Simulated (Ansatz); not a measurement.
Consider AlN (space group P4_2/mnm, No. 136; a = 5.2943 Å, c = 3.1090 Å; a hypothetical phase, not in the database extracts checked).

Levels (all Ansatz, a first-principles code, PAW): PBEsol (420 eV, scalar-relativistic without spin-orbit coupling); HSE06 (420 eV, spin-orbit coupling left out).

The geometry is relaxed with PBEsol.

```
Quantity           Value
---------------  -------
PBEsol band gap  3.75 eV
```

Q: How does going to HSE06 change the band gap?

A: The band gap goes up by 1.398 eV (3.75 eV → 5.14 eV).

Single points use the geometry relaxed with PBEsol. The hybrid gap comes from the SCF mesh plus the semilocal run's edge points and a few special points and is an upper bound. Whether these cells are dynamically stable was not tested.
